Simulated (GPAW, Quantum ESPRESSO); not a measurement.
A GPAW input for a self-consistent single point of Cr3Cu (Pm-3m, 4 atoms in the cell) (DFT LDA (Perdew-Wang 92), plane waves, GPAW PAW datasets LDA (gpaw-data 1.0.1)):

```python
from ase import Atoms
from ase.units import GPa
from gpaw import GPAW, PW

atoms = Atoms(['Cr', 'Cr', 'Cr', 'Cu'],
              cell=[[3.529882, 0.000000, 0.000000],
                    [0.000000, 3.529882, 0.000000],
                    [0.000000, 0.000000, 3.529882]],
              scaled_positions=[[0.000000, 0.500000, 0.500000],
                                [0.500000, 0.000000, 0.500000],
                                [0.500000, 0.500000, 0.000000],
                                [0.000000, 0.000000, 0.000000]],
              pbc=True)

calc = GPAW(mode=PW(800),
            xc='LDA',
            kpts={'size': (12, 12, 12), 'gamma': True},
            occupations={'name': 'methfessel-paxton', 'width': 0.1, 'order': 0},
            nbands=-8,
            convergence={'density': 1e-05, 'energy': 1e-05},
            symmetry={'symmorphic': False, 'tolerance': 0.0005},
            maxiter=120,
            txt='-')

atoms.calc = calc

energy = atoms.get_potential_energy()
print('Energy (eV):', round(energy, 6))
forces = atoms.get_forces()
print('Forces (eV/Ang):')
print(forces.round(5))
stress = atoms.get_stress()
print('Stress (GPa, Voigt):', (stress / GPa).round(4))
```

Problem. Give the Quantum ESPRESSO input for the same structure, mesh, smearing and functional.

Solution. This is the input that was run; spellings and numerical settings could be chosen otherwise.

```fortran
&CONTROL
  calculation = 'scf'
  outdir = './tmp'
  pseudo_dir = './'
  tprnfor = .true.
  tstress = .true.
/
&SYSTEM
  ibrav = 1
  celldm(1) = 6.67051023
  nat = 4
  ntyp = 2
  ecutwfc = 50
  ecutrho = 400
  occupations = 'smearing'
  smearing = 'gauss'
  degauss = 0.0073499
/
&ELECTRONS
  conv_thr = 1.0d-10
/
ATOMIC_SPECIES
Cr    51.9961  cr_lda_v1.5.uspp.F.UPF
Cu    63.5460  cu_lda_v1.2.uspp.F.UPF
ATOMIC_POSITIONS {bohr}
Cr    0.00000000    3.33525512    3.33525512
Cr    3.33525512    0.00000000    3.33525512
Cr    3.33525512    3.33525512    0.00000000
Cu    0.00000000    0.00000000    0.00000000
K_POINTS {automatic}
12 12 12  0 0 0
```

Basis settings and potentials, where a program has them, do not carry over. This input uses DFT, LDA (PZ), plane waves, GBRV 1.5 ultrasoft (LDA) pseudopotentials. LDA parametrisations can differ slightly between programs. Both were run: pressure -3.86 GPa in GPAW and -2.88 in Quantum ESPRESSO.

On Quantum ESPRESSO: the starting cell comes from a database of computed structures (which also holds hypothetical and non-ambient phases and stackings), without a prior relaxation at this level. For this run, on top of that: lattice scaled by 0.98. Spin polarisation is off.

On GPAW: the starting cell comes from a database of computed structures (which also holds hypothetical and non-ambient phases and stackings), without a prior relaxation at this level. For this run, on top of that: lattice scaled by 0.98. Spin polarisation is off. With a pressure of about -4 GPa the cell is away from its equilibrium volume at this level.
